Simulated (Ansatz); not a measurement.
## Effect of holes 1.0×10^21 cm⁻³ on BN

Start from BN (space group P6_3/mmc, No. 194; a = 2.5043 Å, c = 7.0354 Å; layered, stacked along the Cartesian z axis).

It is then changed as follows: hole doping at 1.0×10^21 cm⁻³ (0.0382 per cell), with a uniform compensating background at fixed cell and a 300 K Fermi–Dirac width.

Computed with Ansatz (a quantum-chemistry and plane-wave program) PBEsol, scalar-relativistic without spin-orbit coupling. Settings: 27×27×9 k-points, 0.0259 eV Fermi–Dirac smearing.

The gap between the host's bands increases by 0.04 eV to 4.29 eV and the gap character remains indirect, k = (0.296, 1/3, 0) in the run's primitive reciprocal basis → M. The Fermi level relative to the doped band's edge (positive inside the band; to 0.05 eV) comes out as +0.05 eV.

Final structure:

```yaml
crystal:
  lattice:
    - [2.50432, 0.00000, 0.00000]
    - [-1.25216, 2.16881, 0.00000]
    - [0.00000, 0.00000, 7.03541]
  atoms:
    - { symbol: B, position: [0.66667, 0.33333, 0.75000] }
    - { symbol: B, position: [0.33333, 0.66667, 0.25000] }
    - { symbol: N, position: [0.66667, 0.33333, 0.25000] }
    - { symbol: N, position: [0.33333, 0.66667, 0.75000] }
```
Cell charge +0.038212.

Carriers are added with a uniform compensating background; total energy and stress of such cells depend on the potential's zero and are not compared; many-body gap narrowing is missing at this level. Stability against distortions was not tested. The base started in Pnma and relaxed to P6_3/mmc at this level. No dispersion term is included in the PBEsol runs.
